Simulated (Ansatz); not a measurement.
**MgO under a change: isotropic strain +2.50 %**

Base system: MgO in the rock salt structure (space group Fm-3m, No. 225; a = 4.2141 Å).

Now apply this change: an isotropic linear strain of +2.50 %, atoms relaxed at fixed cell.

All numbers come from PBEsol (Ansatz, a quantum-chemistry and plane-wave program), no spin-orbit coupling. Γ-centred 13×13×13 mesh, Fermi–Dirac width 0.05 eV.

| quantity | base | changed | shift |
|---|---|---|---|
| space group | Fm-3m (No. 225) | Fm-3m (No. 225) | – |
| shortest interatomic distance | 2.107 Å | 2.160 Å | +0.053 Å |
| energy relative to the base (free energy F) | 0 meV/atom | +24 meV/atom | +24 meV/atom |
| pressure | 0.01 GPa | -10.01 GPa | -10.012 GPa |
| band gap | 4.62 eV | 3.94 eV | -0.68 eV |
| gap character | direct at Γ | direct at Γ | – |
| mean gap deformation potential ΔEg/Δln V | – | -9.1 eV | – |
| width of the top valence band | 1.79 eV | 1.65 eV | -0.133 eV |
| electron mass | 0.34 mₑ (at Γ) | 0.31 mₑ (at Γ) | – |
| hole mass (degenerate bands, along [100]) | 0.38, 2.1, 2.1 mₑ (at Γ) | 0.36, 2.2, 2.2 mₑ (at Γ) | – |

Final structure:

```
CELL_PARAMETERS angstrom
      0.00000     2.15972     2.15972
      2.15972     0.00000     2.15972
      2.15972     2.15972     0.00000
ATOMIC_POSITIONS crystal
  Mg 0.00000 0.00000 0.00000
  O  0.50000 0.50000 0.50000
```

Masses are band curvatures over ±0.01 Å⁻¹ around the edge. No phonon test of stability was made.
